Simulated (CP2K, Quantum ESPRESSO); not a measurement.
A Quantum ESPRESSO input for a self-consistent single point of CaC2 (P1, 6 atoms in the cell) (DFT, PBEsol, plane waves, GBRV 1.5 ultrasoft (PBESOL) pseudopotentials):

```fortran
&CONTROL
    calculation = 'scf'
    prefix = 'scf'
    outdir = './work'
    pseudo_dir = './'
    tprnfor = .true.
    tstress = .true.
/
&SYSTEM
    ibrav = 0
    nat = 6
    ntyp = 2
    ecutwfc = 40
    ecutrho = 200
    occupations = 'fixed'
    nbnd = 26
/
&ELECTRONS
    conv_thr = 1e-10
/
ATOMIC_SPECIES
Ca    40.0780  ca_pbesol_v1.uspp.F.UPF
C     12.0110  c_pbesol_v1.2.uspp.F.UPF
ATOMIC_POSITIONS {crystal}
Ca    0.1829070000    0.8286210000    0.7483140000
Ca    0.8255120000    0.1789210000    0.2554250000
C     0.4062110000    0.1320790000    0.5567110000
C     0.5707430000    0.8678760000    0.4388140000
C     0.8564810000    0.5851900000    0.9455570000
C     0.1581460000    0.4073130000    0.0551790000
K_POINTS {automatic}
5 5 3  0 0 0
CELL_PARAMETERS {bohr}
   6.3204894903    -3.9889076032     0.0000000000
   6.3204894903     3.9889076032     0.0000000000
  -4.2125736976     0.0000000000    13.5105648027
```

Give the CP2K input for the same structure, mesh, smearing and functional.

One input that does it (others would too):

```
&GLOBAL
  PROJECT run
  RUN_TYPE ENERGY_FORCE
  PRINT_LEVEL LOW
&END GLOBAL
&FORCE_EVAL
  METHOD Quickstep
  STRESS_TENSOR ANALYTICAL
  &DFT
    BASIS_SET_FILE_NAME BASIS_MOLOPT
    POTENTIAL_FILE_NAME GTH_POTENTIALS
    &QS
      METHOD GPW
      EPS_DEFAULT 1E-11
    &END QS
    &MGRID
      CUTOFF 500
      REL_CUTOFF 50
      NGRIDS 5
    &END MGRID
    &SCF
      SCF_GUESS ATOMIC
      EPS_SCF 1E-6
      MAX_SCF 100
      ADDED_MOS 7
      &DIAGONALIZATION
        ALGORITHM STANDARD
      &END DIAGONALIZATION
      &MIXING
        METHOD BROYDEN_MIXING
        ALPHA 0.2
        NBUFFER 12
        BETA 1
      &END MIXING
    &END SCF
    &KPOINTS
      SCHEME MONKHORST-PACK 5 5 3
    &END KPOINTS
    &XC
      &XC_FUNCTIONAL
        &PBE
          PARAMETRIZATION PBESOL
        &END PBE
      &END XC_FUNCTIONAL
    &END XC
    &PRINT
      &MO
        EIGENVALUES T
        OCCUPATION_NUMBERS T
        NDIGITS 8
        FILENAME mo
        &EACH
          QS_SCF 0
        &END EACH
        ADD_LAST NUMERIC
      &END MO
      &MULLIKEN OFF
      &END MULLIKEN
    &END PRINT
  &END DFT
  &SUBSYS
    &CELL
      A 3.95504600 0.00000000 0.00000000
      B 1.70190300 3.57014200 0.00000000
      C -1.88516300 -1.18974100 7.14948300
      PERIODIC XYZ
    &END CELL
    &COORD
      Ca       0.72294430     2.06799479     5.35005822
      Ca       3.08792636     0.33488378     1.82615670
      C        0.78187786    -0.19080112     3.98019583
      C        2.90711967     2.57636555     3.13729323
      C        2.60082930     0.96424347     6.76024370
      C        1.21466051     1.38851653     0.39450132
    &END COORD
    &KIND Ca
      BASIS_SET DZVP-MOLOPT-SR-GTH-q10
      POTENTIAL GTH-PBE-q10
    &END KIND
    &KIND C
      BASIS_SET DZVP-MOLOPT-SR-GTH-q4
      POTENTIAL GTH-PBE-q4
    &END KIND
  &END SUBSYS
  &PRINT
    &FORCES ON
    &END FORCES
    &STRESS_TENSOR ON
    &END STRESS_TENSOR
  &END PRINT
&END FORCE_EVAL
```

Basis, cutoffs, solver keys and any potentials are the target program's own. This input uses DFT PBEsol, GPW, DZVP-MOLOPT-SR-GTH basis, GTH-PBE potentials (GTH_POTENTIALS).

The starting cell comes from a database of computed structures (which also holds hypothetical and non-ambient phases and stackings), without a prior relaxation at this level. Its lattice was rescaled by a random factor within 2.5 % of one. For this run, on top of that: atoms moved at random.
